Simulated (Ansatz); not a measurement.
PbSe under a change: biaxial strain −2.50 %, plane normal [001], relaxed out of plane

The parent structure is PbSe in the rock salt structure (space group Fm-3m, No. 225; a = 6.0408 Å). Axes: x, y, z lie along the cube axes.

Perturbation: biaxial strain −2.50 %, plane normal [001], relaxed out of plane (Cartesian); in-plane vectors clamped, the third vector and the atoms free.

Computed with DFT with LDA, PAW potentials and a 420 eV plane-wave cutoff in Ansatz (a first-principles code), no spin-orbit coupling. k-mesh 10×10×10 (Γ-centred); smearing 0.05 eV (Fermi–Dirac).

| quantity | base | changed | shift |
|---|---|---|---|
| volume per atom | 27.55 Å³ | 26.30 Å³ | -1.258 Å³ |
| shortest interatomic distance | 5.708 bohr | 5.565 bohr | -0.143 bohr |
| energy relative to the base (free energy F) | 0 meV/atom | +19 meV/atom | +19 meV/atom |
| pressure (mean of the normal stresses, compression positive) | 0.0 GPa | 3.1 GPa | +3.1 GPa |
| band gap (uncertain: the edges found look like a band crossing or inverted bands; the changed cell) | zero | 0.16 eV | – |
| out-of-plane strain (rough) | – | +0.39 % | – |
| mean in-plane stress (compression positive) (rough) | – | +4.7 GPa | – |

Final structure (turned so that z lies along the plane normal):

```xyz
2
Lattice="4.1647 0.0000 0.0000 0.0000 4.1647 0.0000 2.0824 -2.0824 3.0322" Properties=species:S:1:pos:R:3 pbc="T T T"
Pb     0.0000     0.0000     0.0000
Se     2.0824     2.0824     0.0000
```

Cost of the whole job for the changed cell (relaxation, final SCF and bands): roughly 21 core-seconds.

Without a gap, meshes like the base's 10×10×10 leave anisotropic stresses uncertain by several tenths of a GPa, and small strain energies with them. With Pb present, leaving out spin-orbit coupling can change the band edges. Whether these cells are dynamically stable was not tested. All final runs are without spin polarisation. Gaps under 0.05 eV, about the width of the smearing, are given as zero. The zero or small gap of PbSe can change with the level of theory.
